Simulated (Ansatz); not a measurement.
Consider ZnAu in the CsCl type structure (space group Pm-3m, No. 221).

```xyz
2
Lattice="3.1868 0.0000 0.0000 0.0000 3.1868 0.0000 0.0000 0.0000 3.1868" Properties=species:S:1:pos:R:3 pbc="T T T"
Zn     1.5934     1.5934     1.5934
Au     0.0000     0.0000     0.0000
```

The values are results of PBE (Ansatz, a first-principles code; PAW; 420 eV plane waves; spin-orbit coupling left out), not measurements.

For the base:

Lattice parameter a: 3.187 Å

Perturbation: hydrostatic tension (pressure −1 GPa).

Task: Estimate the effect on the lattice parameter a.

Result: The lattice parameter a goes up by 0.009 Å, from 3.187 Å to 3.196 Å.

Load acts through the strain it causes; cell and atoms are relaxed under it. Stability against distortions was not tested.
